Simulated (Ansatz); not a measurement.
**O on the C site (O_C) (diamond host)**

All values below come from PBE, PAW (plane waves to 420 eV; Ansatz, an electronic-structure program). Cell: 64 sites, 2×2×2; final energies on a 2×2×2 shifted mesh. Site at the start: the C site. Charged cells carry a point-charge image correction with potential alignment at far atoms. Dielectric constants: PBE linear response of the host. Host gap at this level: 4.13 eV. A cell of this size leaves errors of a few tenths of an eV. The semilocal functional narrows the gap, so deep levels can fall outside it. Spin–orbit coupling is left out. Each state is the lowest found from its start.

Formation energies E_f are given with the Fermi level at the valence-band maximum. Chemical conditions: impurity bounded by its compound with the host (Δμ(C) = 0.14 eV, Δμ(O) = -2.09 eV, bounded by CO2 (Pa-3); only phases computed here count, gases as isolated molecules at 0 K). Reference phases: C: graphite, O: O2 molecule in a box.

```
charge         moment (μB)  point group  largest move off a lattice site (Å)  image correction with alignment (eV)  E_f, impurity bounded by its compound with the host (eV)
------  ------------------  -----------  -----------------------------------  ------------------------------------  --------------------------------------------------------
+2†     not spin-polarised            –                                 0.12                                  1.55                                                         –
+1                     1.0          C3v                                 0.29                                  0.39                                                      5.83
0       not spin-polarised          C2v                                 0.26                                  0.00                                                      7.57
−1                     1.0          C2v                                 0.38                                  0.42                                                     10.58
```

† Not settled in this cell, so no level is given: charge +2: level within 0.1 eV of a band edge or past it.

Point groups are those of the whole cell at tolerances of 0.03 and 0.1 Å ("near" where only the looser one holds); none is given for unsettled states.

Transition levels above the valence-band maximum: ε(+1/0) = 1.74 eV; ε(0/−1) = 3.01 eV. On the lower envelope of the bound states, inside the gap: (+1/0) at 1.74 eV; (0/−1) at 3.01 eV.

All states together cost very roughly 27 core-minutes.
